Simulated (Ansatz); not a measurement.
**Si₃N₄ (space group P6_3/m, No. 176)**

Si3N4 has the hexagonal space group P6₃/m (No. 176), Pearson symbol hP14. Conventional cell: a = b = 7.664 Å, c = 2.927 Å, α = β = 90.00°, γ = 120.00°. Si on 6h is coordinated by 4 N at 1.743–1.749 Å (tetrahedral). N1 on 2d is surrounded by 3 Si at 1.743 Å (trigonal planar). N2 on 6h has 3 Si at 1.748 Å (trigonal planar). (Neighbours: up to the widest gap in distance over summed covalent radii, below 1.35, at either atom.)

Calculations: Ansatz (a first-principles code), PBE, PAW, cutoff 420 eV, no spin-orbit coupling. Settings: 4×4×9 k-points, 0.05 eV Fermi–Dirac smearing.

| Property | Value |
|---|---|
| Volume per atom | 10.63 Å³ |
| Density | 3.13 g/cm³ |
| Band gap | 4.25 eV, indirect, Γ–A (33 % along) → Γ |
| Electron mass | 0.22 mₑ along c, 1.5 mₑ across |
| Total energy | -492.986 eV/atom (σ→0; compares only within this code and set-up) |

Effective masses come from finite differences of ±0.01 Å⁻¹. Stability against distortions was not tested.
